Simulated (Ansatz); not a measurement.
**What isotropic strain +3.00 % does to CdSe**

Start from CdSe in the wurtzite structure (space group P6_3mc, No. 186; a = 4.248 Å, c = 6.941 Å).

Modification: every lattice vector is stretched by 3.00 %; the atoms relax in the strained cell.

Method: plane-wave PAW DFT at the LDA level (Ansatz, a first-principles code, 420 eV), spin-orbit coupling left out. Γ-centred 9×9×5 mesh, Fermi–Dirac width 0.05 eV.

| quantity | base | changed | shift |
|---|---|---|---|
| volume per atom | 27.11 Å³ | 29.63 Å³ | +2.514 Å³ |
| space group | P6_3mc (No. 186) | P6_3mc (No. 186) | – |
| shortest interatomic distance | 2.600 Å | 2.678 Å | +0.0773 Å |
| energy relative to the base (free energy F) | 0 meV/atom | +35 meV/atom | +35 meV/atom |
| band gap | 0.46 eV | 0.28 eV | -0.186 eV |
| gap character | direct at Γ | direct at Γ | – |
| mean gap deformation potential ΔEg/Δln V | – | -2.1 eV | – |
| width of the top valence band | 1.88 eV | 1.61 eV | -0.27 eV |
| electron mass | 0.047 mₑ (at Γ) | 0.032 mₑ (at Γ) | – |
| valence-band top at Γ (three highest levels, from the VBM) | 0.00, 0.00, -0.07 eV | 0.00, 0.00, -0.05 eV | – |

Final structure:

```xyz
4
Lattice="4.3750 0.0000 0.0000 -2.1875 3.7888 0.0000 0.0000 0.0000 7.1492" Properties=species:S:1:pos:R:3 pbc="T T T"
Cd     0.0000     2.5259     0.0011
Cd     2.1875     1.2629     3.5757
Se     0.0000     2.5259     2.6870
Se     2.1875     1.2629     6.2616
```

Effective masses come from finite differences of ±0.01 Å⁻¹. Whether these cells are dynamically stable was not tested. A zero or small gap of CdSe under isotropic strain +3.00 % can be the functional's error rather than a property of the material.
